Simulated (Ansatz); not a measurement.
For SiRh (model structure, started from the TiAs type, P6₃/mmc, No. 194, 8 atoms in the cell), PBE in Ansatz (PAW) gives:

```
Quantity              Value
------------------  -------
lattice constant a  3.786 Å
c axis length       9.326 Å
```

### Question
What does PBE-D3(BJ) (PAW; Ansatz, a first-principles code) give for the same quantities?

### Answer

- lattice constant a: 3.757 Å (decreases by 0.8 %)
- lattice parameter c: 9.179 Å (falls by 1.6 %)

Changes are worked out from the printed values.

Unless a cell is named, each level is at its own relaxed cell (PBE 14.47, PBE-D3(BJ) 14.02 Å³/atom).

Ansatz's density-functional and Hartree–Fock values are scalar-relativistic unless marked +SOC, with PAW data made under PBE.

A model structure was made by putting elements into a prototype or built by hand; it is no filed structure, need not be a known phase, and can be a saddle point held by its symmetry.
